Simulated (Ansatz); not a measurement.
PBE against PBEsol: ScAl3, Al on a Sc site (antisite)

The parent structure is a 24-atom supercell of ScAl3 in the Cu3Au type structure (space group Pm-3m, No. 221; a = 4.106 Å) at its relaxed geometry.

(Cell as relaxed with PBE.)

Levels (all Ansatz, a first-principles code, PAW): PBE (420 eV, spin-orbit coupling left out); PBEsol (420 eV, no spin-orbit coupling).

Each level relaxes its own structure.

Modification: a neutral Al on a Sc site (antisite), atoms relaxed at fixed cell, starting from a slightly rattled geometry.

| quantity | PBE | PBEsol |
|---|---|---|
| pressure | 0.1 GPa | 0.2 GPa |
| largest displacement of a host atom from its site in the perfect cell | 0.06 Å | 0.06 Å |

The two agree on the largest displacement of a host atom from its site in the perfect cell. Neither level is exact; PBEsol is the comparison here, not a measurement.

The cell is small, so the values are those of an ordered compound at a high defect concentration; dilute-limit values will differ. The final runs are not spin-polarised.
